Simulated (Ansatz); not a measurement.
Results of r²SCAN+rVV10 in Ansatz (plane waves, PAW) for ErPt2 (Fd-3m, No. 227).

Numerical settings: plane-wave cutoff 560 eV, 12×12×12 k mesh, Fermi–Dirac smearing 0.05 eV, spin-polarised with parallel moments, scalar-relativistic PAW data made under PBE.

Computed at the level's own relaxed cell.

Q: What does this level give for the lattice constant a?

A: 
- lattice constant a = 7.586 Å

Note: the magnetic order was assumed, not searched for or taken from measurement; the 4f shell is treated without U or exact exchange, so its levels and filling can be wrong.

Spin–orbit coupling is not included.

Static lattice: no zero-point or thermal effects.

The result took about 19 core-minutes (a rough figure).

Ansatz is a first-principles code.
